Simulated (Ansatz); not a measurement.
## Pressure series in Te

Take Te (space group P3_121, No. 152; a = 4.3169 Å, c = 5.9554 Å; made of chains) as the base.

Cell and atoms are relaxed at each pressure.

Level of theory: plane-wave PAW DFT at the PBEsol level (Ansatz, an electronic-structure program, 420 eV), scalar-relativistic without spin-orbit coupling, earlier PAW set.

**Question.** Only one of these has a band gap. Which?
A. pressure 2.1 GPa
B. pressure 0.9 GPa
C. pressure −2 GPa
D. pressure 15 GPa

**Answer.** C, pressure −2 GPa. Computed: pressure 15 GPa: zero; pressure 2.1 GPa: zero; pressure −2 GPa: 0.20 eV; pressure 0.9 GPa: zero

From pressure 15 GPa on, the axis ratios lie over 15 % from the base's, so the cell there is far from its starting form. Spin-orbit coupling, missing from the scalar runs, can matter with Te. Load acts through the strain it causes; cell and atoms are relaxed under it. Stability against distortions was not tested. No other phases were tried under pressure. Along this pressure series the structure jumps between pressure 4.5 GPa and pressure 9 GPa; cells beyond that are another form of it. No dispersion term is included in the PBEsol runs. The zero or small gap of Te can change with the level of theory.
